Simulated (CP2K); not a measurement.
Band structure of Sc (P6_3/mmc, 2 atoms in the cell).

```
CELL_PARAMETERS angstrom
      3.31000     0.00000     0.00000
     -1.65500     2.86654     0.00000
      0.00000     0.00000     5.27000
ATOMIC_POSITIONS crystal
  Sc 0.33333 0.66667 0.25000
  Sc 0.66667 0.33333 0.75000
```

Computed with PBE, GPW, TZVP-MOLOPT-SR-GTH basis, GTH-PBE potentials (GTH_POTENTIALS) (CP2K).

Settings: CUTOFF = 600 Ry; REL_CUTOFF = 50 Ry; SMEAR/METHOD = FERMI_DIRAC; ELECTRONIC_TEMPERATURE = 1160.45 K; KPOINTS/SCHEME = MONKHORST-PACK 11 11 6; GAMMA_CENTERED = T; XC_FUNCTIONAL = PBE; Sc/BASIS_SET = TZVP-MOLOPT-SR-GTH-q11; Sc/POTENTIAL = GTH-PBE-q11; METHOD = GPW; EPS_DEFAULT = 1e-10; EXTRAPOLATION = USE_GUESS; NGRIDS = 5; SCF_GUESS = ATOMIC.

The starting cell has typed, rounded lattice constants, without a prior relaxation at this level. Values carry the incompleteness of an atom-centred basis.

Levels in eV from the Fermi level, bands 7 to 12:
| point | 7 | 8 | 9 | 10 | 11 | 12 |
|---|---|---|---|---|---|---|
| Γ | -27.80 | -27.79 | -5.12 | -1.67 | 0.42 | 1.59 |
| M | -27.89 | -27.84 | -1.60 | -1.04 | -0.68 | -0.30 |
| K | -27.95 | -27.95 | -0.67 | -0.67 | -0.59 | -0.44 |
| A | -27.83 | -27.83 | -3.64 | -3.64 | 0.89 | 0.89 |
| L | -27.89 | -27.89 | -1.47 | -1.47 | 0.04 | 0.04 |
| H | -27.86 | -27.86 | -0.39 | -0.39 | -0.13 | -0.13 |

Bands cross the Fermi level along this path, so the cell is metallic at this level.

Higher empty bands are left out: an atom-centred basis made for the valence describes them poorly.
